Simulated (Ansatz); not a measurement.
**A computed series for BN: response to strain**

Take BN in the zinc blende structure (space group F-43m, No. 216; a = 3.606 Å) as the base.

Strains are applied to the cell and any free atomic positions relax.

All numbers come from PBEsol, PAW, 420 eV (Ansatz, an electronic-structure program; spin-orbit coupling left out).

Candidates:
(a) isotropic strain +1.00 %
(b) isotropic strain −1.50 %
(c) isotropic strain +3.00 %
(d) isotropic strain −2.00 %
(e) isotropic strain +2.00 %

Notes on the quantities. energy relative to the base: free energy F.

Task: Order them by energy relative to the base, lowest first.

Result: (a) isotropic strain +1.00 % (+6.2 meV/atom), (b) isotropic strain −1.50 % (+15 meV/atom), (e) isotropic strain +2.00 % (+24 meV/atom), (d) isotropic strain −2.00 % (+27 meV/atom), (c) isotropic strain +3.00 % (+53 meV/atom)

Whether these cells are dynamically stable was not tested.
